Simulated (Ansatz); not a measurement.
SiC: uniaxial strain ε_zz = +0.60 %

Start from SiC in the wurtzite structure (space group P6_3mc, No. 186; a = 3.0920 Å, c = 5.0743 Å). Axes: x lies along a and z along c of the hexagonal cell.

Modification: uniaxial strain ε_zz = +0.60 %, all other strain components held at zero; the atoms relax in the strained cell.

The values are results of plane-wave PAW DFT at the PBE level (Ansatz, a program for electronic structure, 420 eV), no spin-orbit coupling, not measurements. k-mesh 12×12×7 (Γ-centred); smearing 0.05 eV (Fermi–Dirac).

The space group is still P6_3mc (No. 186) and the energy goes up by 0.6 meV/atom. The band gap drops by 0.03 eV to 2.28 eV and the gap character is still indirect, Γ → K. The smallest direct gap increases by 0.04 eV to 3.98 eV and the width of the top valence band stays essentially unchanged (3.84 eV against 3.85 eV). The electron mass changes from 0.27 mₑ along c, 0.44 mₑ across (at K) to 0.27 mₑ along z, 0.44 mₑ across (at K) and the valence-band top at Γ (three highest levels, from the VBM) becomes 0.00, 0.00, -0.16 eV (base: 0.00, 0.00, -0.11 eV). The stress (xx, yy, zz, yz, xz, xy; compression positive) is (-0.29, -0.29, -3.14, 0.00, 0.00, 0.00) GPa.

Final structure:

```
SiC
1.0
    3.09195     0.00000     0.00000
   -1.54598     2.67771     0.00000
    0.00000     0.00000     5.10472
Si C
2 2
Direct
  0.33333   0.66667   0.99986
  0.66667   0.33333   0.49986
  0.33333   0.66667   0.37514
  0.66667   0.33333   0.87514
```

Masses are band curvatures over ±0.01 Å⁻¹ around the edge. Stability against distortions was not tested.
